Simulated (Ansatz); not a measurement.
Consider BAs in the zinc blende structure (space group F-43m, No. 216; a = 4.768 Å).

Perturbation: cell and atoms relaxed at a pressure of 30 GPa.

Levels (all Ansatz, an electronic-structure program, PAW): PBEsol (420 eV, without spin-orbit coupling); r2SCAN (500 eV, no spin-orbit coupling); HSE06 (420 eV, scalar-relativistic without spin-orbit coupling).

At the geometry relaxed with PBEsol, these levels gave the following band gaps, in shuffled order: (a) 1.65 eV, (b) 0.92 eV, (c) 1.19 eV.

**Question.** Match each gap to its level.

**Answer.** (a) HSE06; (b) PBEsol; (c) r2SCAN.

Single points use the geometry relaxed with PBEsol. The hybrid gap comes from the SCF mesh plus the semilocal run's edge points and a few special points and is an upper bound. Load acts through the strain it causes; cell and atoms are relaxed under it. Stability against distortions was not tested. No other phases were tried under pressure.
